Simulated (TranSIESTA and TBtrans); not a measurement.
**Ge chain with one N atom inserted**

Junction: Ge chain with one N atom inserted. Leads: straight Ge chain, spacing 2.4 Å. Geometry: 3 atoms about the centre moved by SIESTA (PBE, DZP) to a largest force of 0.00 eV/Å, all others as built, motion along the axis alone.

TranSIESTA and TBtrans, PBE, DZP numerical orbitals (energy shift 0.15 eV), PseudoDojo norm-conserving scalar-relativistic potentials, mesh cutoff 200 Ry, 300 K, spin-polarised (collinear), no spin-orbit coupling; self-consistent non-equilibrium Green functions.

- Conductance at 300 K (G0 = 2e²/h) = 1.99
- Mean T from −0.5 to 0.5 eV = 1.91

Energies count from the leads' Fermi level. Transmissions are for each spin. The energy step is 0.01 eV; narrower resonances are cut or missed.

```tsv
E (eV)	T up	T down	lead channels up	down
-2.00	0.60	0.60	1	1
-1.90	0.59	0.59	1	1
-1.80	0.58	0.58	1	1
-1.70	0.58	0.58	1	1
-1.60	0.57	0.57	1	1
-1.50	0.56	0.56	1	1
-1.40	0.56	0.56	1	1
-1.30	0.55	0.55	1	1
-1.20	0.55	0.55	1	1
-1.10	0.54	0.54	1	1
-1.00	0.64	0.64	3	3
-0.90	0.75	0.75	3	3
-0.80	0.86	0.87	3	3
-0.70	1.01	1.02	3	3
-0.60	1.20	1.19	3	3
-0.50	1.40	1.38	3	3
-0.40	1.59	1.57	3	3
-0.30	1.75	1.73	3	3
-0.20	1.86	1.86	3	3
-0.10	1.94	1.94	3	3
0.00	1.98	2.00	3	3
0.10	2.01	2.04	3	3
0.20	2.04	2.06	3	3
0.30	2.05	2.08	3	3
0.40	2.07	2.09	3	3
0.50	2.09	2.11	3	3
0.60	2.12	2.12	3	3
0.70	2.14	2.14	3	3
0.80	2.17	2.16	3	3
0.90	2.19	2.19	3	3
1.00	2.22	2.21	3	3
1.10	2.24	2.23	3	3
1.20	2.25	2.25	3	3
1.30	2.27	2.26	3	3
1.40	2.28	2.27	3	3
1.50	2.28	2.28	3	3
1.60	2.28	2.28	3	3
1.70	2.28	2.29	3	3
1.80	2.28	2.28	3	3
1.90	2.28	2.28	3	3
2.00	2.27	2.27	3	3
```

Moments were seeded on the central atoms alone, and one start was tried. The straight chain is held at its spacing; free chains may zigzag or dimerise.
